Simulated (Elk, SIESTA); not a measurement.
A SIESTA input for a self-consistent single point of Pd (Fm-3m, 1 atom in the cell) (DFT, GGA PBEsol, numerical atomic orbitals TZP, PseudoDojo PBEsol standard norm-conserving potentials (rewritten from UPF to PSML)):

```
# files in the folder: Pd.psml (PseudoDojo PBEsol standard)
SystemName  Pd
SystemLabel Pd

NumberOfAtoms                1
NumberOfSpecies              1
%block ChemicalSpeciesLabel
  1 46 Pd
%endblock ChemicalSpeciesLabel
LatticeConstant              2.729190 Ang
%block LatticeVectors
     0.000000000    0.707106871    0.707106871
     0.707106871    0.000000000    0.707106871
     0.707106871    0.707106871    0.000000000
%endblock LatticeVectors
AtomicCoordinatesFormat      Fractional
%block AtomicCoordinatesAndAtomicSpecies
     0.000000000    0.000000000    0.000000000  1
%endblock AtomicCoordinatesAndAtomicSpecies

XC.functional                GGA
XC.authors                   PBEsol
PAO.BasisSize                TZP
PAO.EnergyShift              0.005 Ry
MeshCutoff                   400 Ry
%block kgrid.MonkhorstPack
   15   0   0  0.0
    0  15   0  0.0
    0   0  15  0.0
%endblock kgrid.MonkhorstPack
OccupationFunction           MP
OccupationMPOrder            0
ElectronicTemperature        1578.21 K

MaxSCFIterations             150
SCF.Mixer.Method             Broyden
SCF.Mixer.Weight             0.1
SCF.Mixer.History            6
SCF.DM.Tolerance             1.0E-04
Diag.ParallelOverK           true
WriteForces                  true
```

Problem. Give the Elk input for the same structure, mesh, smearing and functional.

Solution. One input that does it (others would too):

```
tasks
  0

xctype
  22

rgkmax
  8.0

gmaxvr
  14.0

nxlo
  2

lorbcnd
  .true.

lmaxi
  3

stype
  0

swidth
  0.00499791

avec
    0.0000000000    3.6468482774    3.6468482774
    3.6468482774    0.0000000000    3.6468482774
    3.6468482774    3.6468482774    0.0000000000

atoms
  1   : nspecies
  'Pd.in'   : spfname
  1   : natoms; atposl, bfcmt below
  0.0000000000  0.0000000000  0.0000000000    0.0 0.0 0.0

ngridk
  15 15 15
```

Basis settings and potentials, where a program has them, do not carry over. This input uses DFT, PBEsol, all-electron FP-LAPW, Elk's shipped species files, APW+lo basis with extra local orbitals.

The starting cell has typed, rounded lattice constants, without a prior relaxation at this level. Its lattice was rescaled by a random factor within 2.5 % of one.
